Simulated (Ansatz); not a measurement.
**A computed series for ZnGeP2: response to strain**

Consider ZnGeP$_{2}$ in the chalcopyrite structure (space group I-42d, No. 122; a = 5.4242 Å, c = 10.7095 Å). Axes: x, y, z lie along a, b, c of the conventional cell.

Strains are applied to the cell and any free atomic positions relax; under biaxial strain the out-of-plane vector relaxes too; under stress the whole cell relaxes.

Level of theory: PBEsol in Ansatz (plane waves to 420 eV, PAW, no spin-orbit coupling).

Candidates:
(a) isotropic strain −0.68 %
(b) tensor shear ε_yz = −1.18 %
(c) uniaxial stress, 2 GPa compression along z
(d) biaxial strain −0.14 %, plane normal [001], relaxed out of plane

Before the change:

```
Item                   Value
-------------------  -------
Smallest direct gap  1.24 eV
```

Task: Order them by smallest direct gap, highest first.

Result: (d) biaxial strain −0.14 %, plane normal [001], relaxed out of plane (1.26 eV), (a) isotropic strain −0.68 % (1.20 eV), (b) tensor shear ε_yz = −1.18 % (1.17 eV), (c) uniaxial stress, 2 GPa compression along z (1.00 eV)

Beyond what the load breaks, stability against distortions was not tested.

Ansatz is an electronic-structure program.
